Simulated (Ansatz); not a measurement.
Base system: a 16-atom supercell of GaSe in the beta-GaS type structure (space group P6_3/mmc, No. 194; layered, stacked along the Cartesian z axis) at its relaxed geometry.

```xyz
16
Lattice="5.5573 -3.2085 0.0000 1.8524 3.2085 0.0000 0.0000 0.0000 15.5079" Properties=species:S:1:pos:R:3 pbc="T T T"
Ga     5.5573    -1.0695     2.6708
Ga     1.8524    -1.0695     2.6708
Ga     1.8524     1.0695    10.4247
Ga     3.7049    -2.1390    10.4247
Ga     1.8524     1.0695    12.8372
Ga     3.7049    -2.1390    12.8372
Ga     5.5573    -1.0695     5.0832
Ga     1.8524    -1.0695     5.0832
Se     5.5573    -1.0695     9.2452
Se     1.8524    -1.0695     9.2452
Se     1.8524     1.0695     1.4912
Se     3.7049    -2.1390     1.4912
Se     1.8524     1.0695     6.2627
Se     3.7049    -2.1390     6.2627
Se     5.5573    -1.0695    14.0167
Se     1.8524    -1.0695    14.0167
```

The values are results of plane-wave PAW DFT at the PBEsol-D3(BJ) level (Ansatz, a quantum-chemistry and plane-wave program, 420 eV), spin-orbit coupling left out, earlier PAW set, not measurements.

Before the change:

- Pressure = 0.0 GPa

One thing is altered: one Li atom is added in an open site, starting 2.61 Å from the nearest host atom, atoms relaxed at fixed cell, starting from a slightly rattled geometry.

Task: What does the calculation give for the final site of the added atom after the change?

Result: The final site of the added atom is 6 Se at 2.63–2.65 Å (octahedral).

Task: Estimate the effect on the largest displacement of a host atom from its site in the perfect cell.

Result: The largest displacement of a host atom from its site in the perfect cell is 0.13 Å.

Task: How does this affect the pressure?

Result: The pressure goes from zero to 0.9 GPa.

The magnetic state is the one reached from the starting moments; the real material's order can differ, and small cells can't hold many antiferromagnetic ones. The cell is small, so the values are those of an ordered compound at a high defect concentration; dilute-limit values will differ. A case with no gap was solved on a k-mesh chosen for an insulator, which is coarse for it. Seeded moments were not kept for Li interstitial (started 2.61 Å from the nearest host atom). The defect cell is spin-polarised and ends with 0.0 μB.
